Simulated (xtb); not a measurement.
xtb 6.7.1, GFN1-xTB: Co(Cl)2(OH2)2 ([OH2]->[Co](<-[OH2])([Cl])[Cl]), charge 0, multiplicity 4, 9 atoms. The geometry is a generated start, not checked to be a minimum at this level.

```yaml
run_flags: --grad
method: GFN1-xTB
"--acc": 1 (default)
"--etemp (K)": 300 (default)
basis_functions: 46
valence_electrons: 39
```

```xyz
9

Co     0.8796     0.1551     0.2201
Cl     2.1980    -0.2331    -1.2601
Cl     0.5367     0.7525     2.1448
O     -0.7523     1.4807    -0.7845
H     -0.4141     2.0857    -1.4506
H     -1.2067     1.9911    -0.1054
O     -0.4663    -1.7514     0.2378
H     -0.7401    -1.9569     1.1372
H     -0.0349    -2.5237    -0.1392
```

Charge 0 and multiplicity 4 are set for this test and not shown to be the ground state. GFN-xTB has no spin term: --uhf 3 sets the occupations alone.

One run each on 1 thread. Values of broydamp tried: 0.02, 0.05, 0.1, 0.2, 0.4 (default), 0.6, 0.8, 1.

Q: Predict the course of the SCC iterations along this series.

A: Fewest SCC iterations, within one of each other: 0.4 (default) with 11, 0.6 with 11, 0.8 with 12. The count rises to 21 at 0.02. All converge to one solution.

```csv
broydamp,SCC iterations,end
0.02,21,same solution
0.05,18,same solution
0.1,14,same solution
0.2,13,same solution
0.4 (default),11,same solution
0.6,11,same solution
0.8,12,same solution
1,14,same solution
```
